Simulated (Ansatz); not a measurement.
Base system: ZnO in the wurtzite structure (space group P6_3mc, No. 186).

```
ZnO
1.0
    3.27948     0.00000     0.00000
   -1.63974     2.84011     0.00000
    0.00000     0.00000     5.29371
Zn O
2 2
Direct
  0.33333   0.66667   0.00146
  0.66667   0.33333   0.50146
  0.33333   0.66667   0.38054
  0.66667   0.33333   0.88054
```

Cartesian axes are those of the cell as printed.

The values are results of DFT with PBE, PAW potentials and a 420 eV plane-wave cutoff in Ansatz (a program for electronic structure), without spin-orbit coupling, not measurements.

The change: the cell is stretched by 1.20 % along z with no lateral relaxation; the atoms relax in the strained cell.

**Question.** Predict the stress tensor and what it implies for the stiffness.

**Answer.** Stress of the strained cell less that of the base (GPa, compression positive):
```
  -1.07    0.00    0.00
   0.00   -1.07    0.00
   0.00    0.00   -2.38
```

Then −Δσ_ii/ε with ε = 0.0120 gives relaxed-ion elastic constants: C33 ≈ 198 GPa, C13 ≈ 89 GPa and C23 ≈ 89 GPa.

Stability against distortions was not tested.
